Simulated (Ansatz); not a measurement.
Results of r²SCAN (Ansatz, a quantum-chemistry and plane-wave program, PAW) for PbGeO3 (Pm-3m, No. 221, 5 atoms in the cell; start mp-1017566).

Numerical settings: plane-wave cutoff 560 eV, 14×14×14 k mesh, Fermi–Dirac smearing 0.05 eV, scalar-relativistic PAW data made under PBE.

Cell (relaxed with PBEsol):

```
CELL_PARAMETERS angstrom
      3.84121     0.00000     0.00000
      0.00000     3.84121     0.00000
      0.00000     0.00000     3.84121
ATOMIC_POSITIONS crystal
  Ge 0.50000 0.50000 0.50000
  Pb 0.00000 0.00000 0.00000
  O  0.00000 0.50000 0.50000
  O  0.50000 0.00000 0.50000
  O  0.50000 0.50000 0.00000
```

**Question.** Predict the band gap.

**Answer.** 
- band gap = 0.15 eV (under three smearing widths, so not firm)

Spin–orbit coupling is not included; it can close the smallest gap of 0.15 eV.

The computed numbers hold no vibrational or temperature effects.

Computing time: about 30 core-seconds (a rough figure).

A start named mp-… is a Materials Project structure, which need not be a measured phase.
